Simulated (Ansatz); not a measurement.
CsCl-type NaI (model structure)

Method: HSE06 (plane waves, PAW; Ansatz, a quantum-chemistry and plane-wave program).

Run with plane-wave cutoff 500 eV, 6×6×6 k mesh, gaussian smearing 0.02 eV, scalar-relativistic PAW data made under PBE.

Cell (relaxed at this level):

```cif
data_INa
_chemical_formula_sum 'Na1 I1'
_space_group_name_H-M_alt 'P 1'
_space_group_IT_number 1
_cell_length_a 4.04270
_cell_length_b 4.04270
_cell_length_c 4.04270
_cell_angle_alpha 90.000
_cell_angle_beta 90.000
_cell_angle_gamma 90.000
loop_
_space_group_symop_operation_xyz
  'x, y, z'
loop_
_atom_site_label
_atom_site_type_symbol
_atom_site_fract_x
_atom_site_fract_y
_atom_site_fract_z
_atom_site_occupancy
Na1 Na 0.00000 0.00000 0.00000 1
I1 I 0.50000 0.50000 0.50000 1
```

```
Item                           Result
--------  ---------------------------
band gap  3.24 eV (on the SCF k mesh)
```

Note: the relaxation could raise the start's symmetry but not lower it, so the cell can be a saddle point.

Spin–orbit coupling is not included; with these elements it can move the gap by several tenths of an eV or more.

The computed numbers hold no vibrational or temperature effects.

It cost around 6 core-minutes (rough) of CPU time.

A model structure was made by putting elements into a prototype or built by hand; it is no filed structure, need not be a known phase, and can be a saddle point held by its symmetry.
